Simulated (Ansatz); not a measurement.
SrHfO3 (P4mm, No. 99, 5 atoms in the cell; start mp-13108; a measured phase of this formula has another space group) was calculated with PBE0 in Ansatz (PAW).

Run with plane-wave cutoff 460 eV, 6×6×6 k mesh, Fermi–Dirac smearing 0.01 eV, scalar-relativistic PAW data made under PBE.

Cell (relaxed with PBEsol):

```yaml
crystal:
  lattice:
    - [4.09889, 0.00000, 0.00000]
    - [0.00000, 4.09889, 0.00000]
    - [0.00000, 0.00000, 4.13294]
  atoms:
    - { symbol: Sr, position: [0.50000, 0.50000, 0.53533] }
    - { symbol: Hf, position: [0.00000, 0.00000, 0.99762] }
    - { symbol: O, position: [0.50000, 0.00000, 0.96327] }
    - { symbol: O, position: [0.00000, 0.50000, 0.96327] }
    - { symbol: O, position: [0.00000, 0.00000, 0.48451] }
```

### Question
Give the computed band gap and smallest direct gap on the k points sampled.

### Answer

- band gap = 6.16 eV (on the SCF k mesh)
- smallest direct gap on the k points sampled = 6.45 eV

Note: cell and atoms aren't relaxed at this level (pressure 1.8 GPa).

Spin–orbit coupling is not included.

Computing time: about 7 core-minutes (a rough figure).

A start named mp-… is a Materials Project structure, which need not be a measured phase.

Ansatz is an electronic-structure program.
